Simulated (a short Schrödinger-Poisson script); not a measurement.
Stack: gated In0.52Al0.48As/In0.53Ga0.47As modulation-doped gas in a quantum well, at 300 K.

```tsv
layer	material	thickness (nm)	Nd (cm⁻³)	Na (cm⁻³)
1	In0.52Al0.48As	20	-	-
2	In0.52Al0.48As	10	9e17	-
3	In0.52Al0.48As	20	-	-
4	In0.53Ga0.47As	20	-	-
5	In0.52Al0.48As	4000	-	9e14
```

Constants are typed, rounded textbook-type inputs, not results; the design itself was drawn at random and stands for no fabricated device. In0.52Al0.48As: permittivity 12.5, conduction-band edge (eV) 0.52, gap (eV) 1.45, electron mass (mₑ) 0.075, Nv at 300 K (cm⁻³) 1.1e19. In0.53Ga0.47As: permittivity 13.9, conduction-band edge (eV) 0, gap (eV) 0.74, Nv at 300 K (cm⁻³) 7.7e18.

Channel valleys (confinement mass, in-plane density-of-states mass, number): Γ 0.041, 0.041, 1. At the gate the conduction-band edge of layer 1 lies 0.65 eV − eVg above the Fermi level of the channel; the field vanishes at the back. Donor level 0.05 eV below the band edge. The barrier under the gate holds no holes. Gaps are held at their typed values at every temperature. Mesh 0.08 nm at interfaces.

Solved with a short Schrödinger-Poisson script written for these runs: 1D Poisson equation in equilibrium, electrons quantum, Hartree (BenDaniel-Duke, 40 states a valley, the channel's in-plane mass for all, wave functions free to enter the barrier), parabolic valleys, classical holes, donors ionised by Fermi statistics, acceptors fully, no traps, pinning or gate leakage.

List the lowest subbands of each valley and their electrons at Vg = 0.4 V.


```tsv
valley	subband	energy from the Fermi level (meV)	electrons (cm⁻²)	share (%)
Γ	0	-18.8	4.96e11	81.9
Γ	1	34.2	1.04e11	17.2
Γ	2	115.5	5.05e9	0.8
```

All electrons: 6.06e11 cm⁻².
